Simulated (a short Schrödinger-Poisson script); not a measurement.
Structure: gated Al0.33Ga0.67N/GaN polarisation-induced gas, at 20 K.

```csv
layer,material,thickness (nm),Na (cm⁻³)
1,Al0.33Ga0.67N,10,-
2,GaN,6000,7e15
```

Constants are typed, rounded textbook-type inputs, not results; the design itself was drawn at random and stands for no fabricated device. Al0.33Ga0.67N: permittivity 9.3, conduction-band edge (eV) 0.462, gap (eV) 4.09, electron mass (mₑ) 0.24, Nv at 300 K (cm⁻³) 4.6e19. GaN: permittivity 9.5, conduction-band edge (eV) 0, gap (eV) 3.43, Nv at 300 K (cm⁻³) 4.6e19.

Channel valleys (confinement mass, in-plane density-of-states mass, number): Γ 0.2, 0.2, 1. At the gate the conduction-band edge of layer 1 lies 1.27 eV − eVg above the Fermi level of the channel; the field vanishes at the back. Sheet of polarisation charge: +1.6e13 e/cm² at 10 nm from the gate. The barrier under the gate holds no holes. Gaps are held at their typed values at every temperature. Mesh 0.08 nm at interfaces.

Solved with a short Schrödinger-Poisson script written for these runs: 1D Poisson equation in equilibrium, electrons quantum, Hartree plus LDA exchange-correlation (BenDaniel-Duke, 40 states a valley, the channel's in-plane mass for all, wave functions free to enter the barrier), parabolic valleys, classical holes, full ionisation, no traps, pinning or gate leakage.

The same stack at other levels of the model or other numerical settings:

```tsv
run	sheet density of all electrons at Vg = 0.5 V (cm⁻²)	sheet density of all electrons at Vg = -1.5 V (cm⁻²)	capacitance at Vg = 0.5 V (μF/cm²)	centroid of the channel electrons at Vg = 0.5 V (nm)	rough cost against the base
base	1.21e13	2.88e12	0.763	1.45	about 1
electrons treated as classical, Boltzmann	1.37e13	3.52e12	0.816	0.10	0.02
electrons treated as classical, Fermi-Dirac	1.19e13	2.92e12	0.733	1.36	0.06
electrons treated as quantum, Hartree	1.19e13	2.74e12	0.758	1.60	0.6
mesh six times as coarse	1.21e13	2.87e12	0.764	1.40	0.3
one subband a valley	1.21e13	2.88e12	0.757	1.35	0.2
```

The classical rows ignore confinement, and Boltzmann statistics overrate the density once the band edge passes the Fermi level.
